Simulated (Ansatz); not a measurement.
Checking a run of Ansatz (a program for electronic structure) on Ti3O5 (C2/c, 16 atoms in the cell). The aim is a self-consistent single point with DFT, LDA (PW92), plane waves, default PAW files made with PBE.

Cell that was meant: a = 5.6581 Å, b = 5.6581 Å, c = 7.1817 Å, α = 109.59°, β = 109.59°, γ = 53.28°.

Part of the input:

Ansatz 0.2 input:
```yaml
    - { symbol: O, position: [0.23750000, 0.92450000, 0.44330000] }
    - { symbol: O, position: [0.31230000, 0.68770000, 0.75000000] }
    - { symbol: O, position: [0.68770000, 0.31230000, 0.25000000] }
basis:
  ecutwfc: 125.0
kpoints:
  mp_grid: { grid: [4, 4, 3] }
hamiltonian:
```

Output, abridged:

```
   [... lines left out ...]
PAW frozen core: O, regenerated for the run's functional, and the local potential with it
Initial density: superposition of atomic densities (neutral atoms: chi_scale 0, normalization atom), corrected by the library's trained network
Initial wavefunctions: pseudopotential atomic-orbital guess
Eigensolver: davidson
Functional: x = slater, c = lda
SCF iter   1: F=—  HF=-19808.778127 eV  |F-HF|=—  |Δ(HF+E_count)|=         —  Δρ=5.07e-1  dr2=2.34e2  ethr=1.77e-3  ⟨swp⟩=5.2  Hψ=5464  notcnv=0
all-band conjugate gradients solve this SCF's bands
preconditioner: auto → LDOS
SCF iter   2: F=—  HF=-19675.153504 eV  |F-HF|=—  |Δ(HF+E_count)|=    1.34e2  Δρ=1.70e-1  dr2=3.85e1  ethr=1.77e-3  ⟨swp⟩=8.1  Hψ=4792  notcnv=0  defer=2
   [... lines left out ...]
SCF iter   7: F=—  HF=-19659.129480 eV  |F-HF|=—  |Δ(HF+E_count)|=   3.14e-5  Δρ=1.38e-4  dr2=7.25e-5  ethr=2.49e-7  ⟨swp⟩=2.6  Hψ=1995  notcnv=0
SCF iter   8: F=—  HF=-19659.129463 eV  |F-HF|=—  |Δ(HF+E_count)|=   1.63e-5  Δρ=2.71e-5  dr2=2.02e-6  ethr=5.49e-8  ⟨swp⟩=2.8  Hψ=2050  notcnv=0
SCF iter   9: F=-19659.129463 eV  HF=-19659.129463 eV  |F-HF|=6.16e-9  |Δ(HF+E_count)|=   2.56e-7  Δρ=4.95e-6  dr2=2.70e-8  ethr=7.58e-11  ⟨swp⟩=10.1  Hψ=6880  notcnv=0
SCF 1 converged in 9 iterations: F = -19659.129463 eV  dr2 = 2.70e-8
Free energy (F): -19659.129463 eV
Internal energy: -19658.845295 eV  (E = F + TS)
E sigma→0 (E₀):  -19658.987379 eV
Entropy (-TS):   -0.284168 eV (-17.761 meV/atom)
Fermi energy:    13.859891 eV
--- Forces (eV/Å), atoms counted from 1 ---
  atom   1  Ti    -3.11649107     1.38153946    -1.43184511
  atom   2  Ti     3.11649107     1.38153946     1.43184511
  atom   3  Ti     3.11649107    -1.38153946     1.43184511
  atom   4  Ti    -3.11649107    -1.38153946    -1.43184511
  atom   5  Ti     0.00000000     0.00000000     0.00000000
  atom   6  Ti     0.00000000     0.00000000     0.00000000
  atom   7  O      1.33540354    -1.09988740     1.02487369
   [... lines left out ...]
  atom  16  O     -0.00000000     2.38879196    -0.00000000
--- Stress (GPa, compression-positive) ---
       22.364732      -0.000000      -7.895356
       -0.000000      25.848129       0.000000
       -7.895357       0.000000      21.735483
  P = ⅓ Tr σ = 23.3161 GPa (233.161 kbar)
  The stress holds the Pulay correction. Without it, at fixed plane waves, as pw.x and ABINIT print it: P = -1032.4036 GPa
```

Problem. Can these results be used? Check the input.

Solution. The run is not sound. The fault is a basis or grid far too coarse for these potentials. The error of an incomplete plane-wave basis or grid does not cancel at such settings. To fix it, restore the cutoff that the potentials need and check convergence. The run converged in 9 iterations without an error; against the sound input the free energy rises by 38.7 eV/atom, the pressure goes from -10.51 to 23.32 GPa and the largest force goes from 0.148 to 4.039 eV/Å. At a fixed set of plane waves, without the program's Pulay estimate, the pressure is -1032.40 GPa against -11.46 GPa.

The sound input it was made from differs as follows (other fixes are possible):
```diff
-basis:
-  ecutwfc: 125.0
```

With that input, the run converged in 8 iterations: free energy E − TS (on the zero of these files) -20278.5101 eV; Fermi level (on the code's own zero) 11.94 eV; pressure -10.51 GPa; largest force (vector length) 0.148 eV/Å (DFT, LDA (PW92), plane waves, default PAW files made with PBE).

On the sound input: the starting cell comes from a database of published, mostly measured structures (it also holds non-ambient and calculated ones), without a prior relaxation at this level. Spin polarisation is off, so a magnetic state, if there is one, cannot be reached. With a pressure of about -11 GPa the cell is away from its equilibrium volume at this level. Ansatz's pressure includes its estimate of the finite-basis (Pulay) stress. Without the estimate this run gives -11.46 GPa.
